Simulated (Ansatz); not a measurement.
The reference is CdF₂ in the fluorite structure (space group Fm-3m, No. 225; a = 5.3840 Å). Axes: x, y, z lie along the cube axes.

Calculations: plane-wave PAW DFT at the PBEsol level (Ansatz, a quantum-chemistry and plane-wave program, 420 eV), scalar-relativistic without spin-orbit coupling.

Before the change:

* **Band gap**: 2.94 eV

Modification: tensile biaxial strain of 1.00 % in the plane normal to [001], as in epitaxy on a mismatched substrate; the out-of-plane cell vector and the atoms relax.

Problem. How does this affect the energy relative to the base, out-of-plane strain and band gap?

Solution. The energy increases by 1.6 meV/atom; the out-of-plane strain comes out as -0.76 %; the band gap falls by 0.057 eV (2.94 eV → 2.89 eV).

Stability against distortions was not tested.
